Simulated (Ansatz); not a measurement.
Levels about the gap of amorphous Si$_{30}$N$_{40}$Ru (71 atoms in a cell of 801 Å³, 3.12 g/cm³; zone centre alone, so wide bands show as single levels with stretches between that a denser mesh fills), at the geometry that PBE relaxed, where it gives 0.2 GPa on a denser mesh. The participation number counts the atoms over which a state spreads; weights are charges in smoothed Voronoi cells. The levels come from a single point, so bond lengths are those of that geometry. Method of the levels: PBE, scalar-relativistic without spin-orbit coupling (Ansatz, a quantum-chemistry and plane-wave program). Sampling: the zone centre alone; Fermi-Dirac width 0.01 eV; collinear spin, started from moments on atoms; no Hubbard U, moments started parallel, and no other order was tried (at the end a net moment of 2.0 μB). In the spin-polarised cell the level spacing at the Fermi energy can part levels of unlike spin. At PBE the levels at both edges of the gap are localised (band-tail or defect states), and the nearest spread-out levels lie 2.8 eV apart at the zone centre.

A CHGNet melt-quench gave the starting glass, which DFT then relaxed. N atoms were pushed apart under 1.9 Å during the dynamics, to hinder bonds among them. The hot cell started wider than the set density and was brought back towards it in steps. It is the lowest in DFT energy of 2 quenches. It is a model cell: composition and starting density were chosen by hand, and all elements were melted together. No dispersion term was used. Its density started from a set value of 3.12 and ended at 3.12 g/cm³. The simulated quench (nominally 380 K/ps over its main leg) is rapid and tends to freeze in more defects than a deposited or slowly cooled glass has. Values belong to this one cell and scatter from quench to quench. The volume was held where the preparation left it and the shape relaxed, at a PBE pressure of 0.2 GPa. Stress components on the final sampling reach 0.5 GPa. On a 2×2×2 Γ-centred mesh force components of up to 0.15 eV/Å stay, since the relaxation ran on the zone centre alone.

```csv
"E - E(highest filled), eV",filling,spin,participation number,largest on,weight Ru,weight Si,weight N
-1.09,filled,dn,5.3,"Ru, 3 neighbours",0.39,0.23,0.38
-0.99,filled,up,1.7,"Ru, 3 neighbours",0.77,0.06,0.17
-0.75,filled,up,2.9,"Ru, 3 neighbours",0.58,0.11,0.31
-0.58,filled,up,3.7,"Ru, 3 neighbours",0.44,0.08,0.48
-0.48,filled,up,2.1,"Ru, 3 neighbours",0.68,0.10,0.22
-0.34,filled,dn,1.8,"Ru, 3 neighbours",0.75,0.09,0.16
0.00,filled,dn,1.9,"Ru, 3 neighbours",0.73,0.09,0.18
0.68,empty,dn,2.1,"Ru, 3 neighbours",0.68,0.10,0.22
0.73,empty,dn,2.0,"Ru, 3 neighbours",0.70,0.08,0.22
1.30,empty,up,31.9,"Si, 4 neighbours",0.04,0.49,0.48
1.35,empty,dn,27.3,"Si, 4 neighbours",0.08,0.47,0.45
1.63,empty,up,19.8,"Si, 3 neighbours",0.04,0.55,0.42
1.65,empty,dn,18.9,"Si, 3 neighbours",0.04,0.54,0.42
1.94,empty,up,28.5,"Si, 4 neighbours",0.00,0.57,0.43
```

Most localised among these is the filled level at -0.99 eV, on a Ru atom, which has 3 neighbours (N 2.04 Å, N 2.13 Å, Si 2.31 Å).
